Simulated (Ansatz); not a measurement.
## Point defects in BAs

The parent structure is an 8-atom supercell of BAs in the zinc blende structure (space group F-43m, No. 216) at its relaxed geometry.

```
CELL_PARAMETERS angstrom
     -4.80936     0.00000     0.00000
      0.00000     0.00000     4.80936
      0.00000     4.80936     0.00000
ATOMIC_POSITIONS crystal
  As 0.25000 0.75000 0.75000
  As 0.75000 0.75000 0.25000
  As 0.75000 0.25000 0.75000
  As 0.25000 0.25000 0.25000
  B  0.00000 0.00000 0.00000
  B  0.50000 0.00000 0.50000
  B  0.50000 0.50000 0.00000
  B  0.00000 0.50000 0.50000
```

One neutral defect a cell, atoms relaxed at fixed cell.

The values are results of PBE/PAW in Ansatz (a first-principles code), scalar-relativistic without spin-orbit coupling, earlier PAW set, not measurements.

```tsv
change	largest displacement of a host atom from its site in the perfect cell	pressure
perfect supercell	–	0.0 GPa
Li interstitial (started 1.96 Å from the nearest host atom)	0.10 Å	10.0 GPa
H interstitial (started 2.08 Å from the nearest host atom)	0.00 Å	3.3 GPa
As interstitial (started 1.96 Å from the nearest host atom), symmetric start	0.42 Å	34.7 GPa
Si on a B site, symmetric start	0.16 Å	17.4 GPa
```

Other magnetic orders, which the real material may have, were not ruled out. In so small a cell the defect repeats every few ångströms: this is an ordered compound, not a dilute defect. The mesh was chosen for an insulator and is coarse for the gapless case. Defects with a symmetric start kept the site's symmetry and may sit on a saddle; the others started slightly shaken. Seeded moments were not kept for Li interstitial (started 1.96 Å from the nearest host atom), As interstitial (started 1.96 Å from the nearest host atom) and Si on a B site.
